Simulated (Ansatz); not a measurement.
Co3PdB (model structure, started from the Mn3GaN type, Pm-3m, No. 221, 5 atoms in the cell) was calculated with PBEsol (Ansatz, an electronic-structure program, PAW).

The input as run:

Ansatz 0.2 input:
```yaml
crystal:
  lattice:
    - [3.8058645492, 0.0, 0.0]
    - [0.0, 3.8058645492, 0.0]
    - [0.0, 0.0, 3.8058645492]
  atoms:
    - { symbol: Co, position: [0.5, 0.5, 0.0], spin: 3.0 }
    - { symbol: Co, position: [0.0, 0.5, 0.5], spin: 3.0 }
    - { symbol: Co, position: [0.5, 0.0, 0.5], spin: 3.0 }
    - { symbol: Pd, position: [0.0, 0.0, 0.0], spin: 0.0 }
    - { symbol: B, position: [0.5, 0.5, 0.5], spin: 0.0 }
basis:
  ecutwfc: 520
  ecutrho_ratio: 4
  xc_grid: 2
kpoints:
  mp_grid: { grid: [14, 14, 14] }
hamiltonian:
  xc: pbesol
  dispersion: none
  pseudopotentials: { kind: paw }
scf:
  occupations: { method: fermi_dirac, width: 0.05 }
output:
  forces: true
  stress: true
  eigenvalues: true
magnetization:
  spin_polarized: true
relax:
  f_tol: 0.004
  escape_saddle: false
  max_steps: 80
```

From the output:

```
WARN output.stress: scf.convergence.dr2_threshold = 1e-7 eV (the SCF's general default) is looser than the 5e-10 eV advised for a printed stress (1e-10 eV for …
Relaxation: its limit of steps is 80 (relax.max_steps)
Crystal: 5 atoms, lattice volume = 55.126 Å³
Basis set: ecut = 520 eV, 1503 PW (Γ), exchange–correlation on 60×60×60 points (8 copies of the dense FFT grid, shifted against one another)
Bands: 49, of which v1, the nominal top of the filled ones, is band 36 counted from 1 (35 counted from 0)
Symmetry: 48 space group operations
Space group: Pm-3m (ITA 221), of the structure as read, at distance tolerance 3.8e-5 Å
k-points: 120 of 2744
Initial density: superposition of atomic densities (chi_scale 0.1, normalization cell)
Functional: x = pbesol(κ = 0.804, μ = 0.12345679012345678), c = pbesol(β = 0.046)
spin=Collinear: Kerker preconditioning applied to the charge; magnetization (m = ρ↑ − ρ↓) channel mixes plain (no charge-response kernel on spin).
SCF 1 converged in 15 iterations: F = -22337.685316 eV  dr2 = 4.37e-9
relax step   1: F+E_penalty+E_count = -22337.68531572 eV  Δ(F+E_penalty+E_count) = +0.000e0 eV  max|allowed force component| = 6.142e-28 eV/Å  Δτ_max = 0.0000 Å  (15 SCF iters, accepted)
SCF converged after 15 iterations
Magnetization: 3.9954 μB (37.9977 up, 34.0023 down)
Free energy (F): -22337.685316 eV
Internal energy: -22337.641636 eV  (E = F + TS)
E sigma→0 (E₀):  -22337.663476 eV
Fermi energy:    17.317331 eV
--- Forces (eV/Å), atoms counted from 1 ---
  atom   1  Co    -0.00000000     0.00000000     0.00000000
  atom   2  Co     0.00000000     0.00000000     0.00000000
  atom   3  Co     0.00000000    -0.00000000     0.00000000
  atom   4  Pd    -0.00000000     0.00000000    -0.00000000
  atom   5  B      0.00000000    -0.00000000     0.00000000
--- Stress (GPa, compression-positive) ---
       -4.059414       0.000000       0.000000
        0.000000      -4.059414       0.000000
        0.000000       0.000000      -4.059414
  P = ⅓ Tr σ = -4.0594 GPa (-40.594 kbar)
```

The cell is one volume of an energy–volume scan, off the minimum.

The PAW data were made under PBE.

The run is spin-polarised with parallel starting moments, which need not be the measured order.

Note: the magnetic order was assumed, not searched for or taken from measurement. Note: the relaxation could raise the start's symmetry but not lower it, so the cell can be a saddle point.

A model structure was made by putting elements into a prototype or built by hand; it is no filed structure, need not be a known phase, and can be a saddle point held by its symmetry.
